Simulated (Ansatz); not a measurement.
For TlBr (Fm-3m, No. 225, 2 atoms in the cell; start mp-568560; metastable phase), LDA in Ansatz (plane waves, PAW) gives:

```
Quantity                    Value
-------------------  ------------
lattice parameter a       6.421 Å
cohesive energy      3.11 eV/atom
band gap                  1.50 eV
```

Task: What does PBE0 (plane waves, PAW; Ansatz, a quantum-chemistry and plane-wave program) give for the same quantities?

Result: 
- lattice constant a: 6.752 Å (rises by 5.2 %)
- cohesive energy: 2.52 eV/atom (drops by 0.59 eV/atom)
- band gap: 3.64 eV (rises by 2.14 eV)

Changes are worked out from the printed values.

Unless a cell is named, each level is at its own relaxed cell (LDA 33.09, PBE0 38.47 Å³/atom).

Levels without +SOC leave out spin–orbit coupling, which shifts energies and cells of such heavy elements.

Levels without +SOC have no spin–orbit coupling; where heavier elements are present it shifts gaps, mostly down, and can invert bands. Density-functional gaps are differences of (generalised) Kohn–Sham levels.

Caveats: the relaxation could not lower the start's symmetry, so the cell can be a saddle point above a distorted one (LDA, PBE0). Ansatz's density-functional and Hartree–Fock values are scalar-relativistic unless marked +SOC, with PAW data made under PBE.

A start named mp-… is a Materials Project structure, which need not be a measured phase.
